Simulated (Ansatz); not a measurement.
We consider Sb2S3 (model structure, started from the A-La2O3 type, P-3m1, No. 164, 5 atoms in the cell), described by PBEsol (plane waves, PAW; Ansatz, a program for electronic structure).

Run with plane-wave cutoff 500 eV, 12×12×6 k mesh (along the axes of the cell as run), Fermi–Dirac smearing 0.05 eV, scalar-relativistic PAW data made under PBE.

Cell (relaxed at this level):

S$_{3}$Sb$_{2}$ is taken in the trigonal space group P-3m1 (No. 164), Pearson symbol hP5. Conventional cell: a = 3.8681 Å, b = 3.8681 Å, c = 9.4735 Å, α = 90.00°, β = 90.00°, γ = 120.00°. Sb on 2d is coordinated by 3 S at 2.654 Å and 3 S at 2.865 Å (octahedral). S1 on 1a has 6 Sb at 2.865 Å (octahedral). S2 on 2d is surrounded by 3 Sb at 2.654 Å (trigonal pyramidal). (Neighbours: up to the widest gap in distance over summed covalent radii, below 1.35, at either atom.)

What does this level give for the band gap?


band gap: 0.42 eV (on the SCF k mesh)

Note: the relaxation could raise the start's symmetry but not lower it, so the cell can be a saddle point; the cell has widely spaced layers and the level no dispersion term, so their spacing and the moduli can rest on weak binding.

Spin–orbit coupling is not included.

The computed numbers hold no vibrational or temperature effects.

Cost on a shared machine: very roughly 8 core-minutes.

A model structure was made by putting elements into a prototype or built by hand; it is no filed structure, need not be a known phase, and can be a saddle point held by its symmetry.
